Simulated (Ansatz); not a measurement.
Ansatz (a quantum-chemistry and plane-wave program) is run on ZnS (F-43m, 2 atoms in the cell), and the run fails. The aim is a self-consistent single point with DFT, PBE, plane waves, PAW files.

Cell that was meant: a = 3.7283 Å, b = 3.7283 Å, c = 3.7283 Å, α = 60.00°, β = 60.00°, γ = 60.00°.

Part of the input:

Ansatz 0.2 input:
```yaml
kpoints:
  mp_grid:
    grid: [11, 11, 11]
    shift: [1, 1, 1]
hamiltonian:
  xc: pbe
  pseudopotentials:
```

Log, with long lists cut:

```
Error: invalid value for `kpoints.mp_grid.shift`: each number counts steps of the mesh from Γ, half a step is 0.5 and a whole step moves no point: type 0.5 for a flag of 1, and leave whole steps out of any other number: each must be finite and in (-1, 1); got [1, 1, 1]
```

### Question
Read the log: what does the program object to, and what is the fix?

### Answer
The fault is a mesh shift typed as a flag of 1. The shift is counted in steps of the mesh here, so half a step is 0.5; the flag 1 belongs to another code's convention. To fix it, type 0.5 for half a step, or no shift. The program stopped before any SCF iteration.

The sound input it was made from differs as follows (other fixes are possible):
```diff
-    shift: [1, 1, 1]
```

With that input, the run converged in 8 iterations: free energy E − TS (on the zero of these files) -4222.6493 eV; top of the valence band (on the code's own zero) 6.77 eV; gap on the k-point mesh 2.43 eV; pressure 8.24 GPa (DFT, PBE, plane waves, PAW files).

On the sound input: the starting cell comes from a database of computed structures (which also holds hypothetical and non-ambient phases and stackings), without a prior relaxation at this level. Its lattice was rescaled by a random factor within 2.5 % of one. With a pressure of about 8 GPa the cell is away from its equilibrium volume at this level. Ansatz's pressure includes its estimate of the finite-basis (Pulay) stress.
